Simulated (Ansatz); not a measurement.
# MgGaNO (model structure, started from the AlSiCN type, P3m1, No. 156, 4 atoms in the cell)

These are PBEsol in Ansatz (plane waves, PAW) values and carry that method's errors.

Settings: plane-wave cutoff 520 eV, 12×12×8 k mesh (along the axes of the cell as run), Fermi–Dirac smearing 0.01 eV, scalar-relativistic PAW data made under PBE.

Cell (relaxed with PBEsol):

```cif
data_GaMgNO
_chemical_formula_sum 'Ga1 Mg1 O1 N1'
_space_group_name_H-M_alt 'P3m1'
_space_group_IT_number 156
_space_group_name_Hall 'P 3 -2"'
_cell_length_a 3.23521
_cell_length_b 3.23521
_cell_length_c 5.16346
_cell_angle_alpha 90.000
_cell_angle_beta 90.000
_cell_angle_gamma 120.000
loop_
_atom_site_label
_atom_site_type_symbol
_atom_site_symmetry_multiplicity
_atom_site_Wyckoff_symbol
_atom_site_fract_x
_atom_site_fract_y
_atom_site_fract_z
_atom_site_occupancy
Ga1 Ga 1 b 0.33333 0.66667 0.50680 1
Mg1 Mg 1 c 0.66667 0.33333 0.00930 1
O1 O 1 b 0.33333 0.66667 0.12874 1
N1 N 1 c 0.66667 0.33333 0.60516 1
```

```json
{
  "band_gap": "2.07 eV (direct)"
}
```

Note: the relaxation could raise the start's symmetry but not lower it, so the cell can be a saddle point.

Spin–orbit coupling is not included.

A model structure was made by putting elements into a prototype or built by hand; it is no filed structure, need not be a known phase, and can be a saddle point held by its symmetry.

Ansatz is a first-principles code.
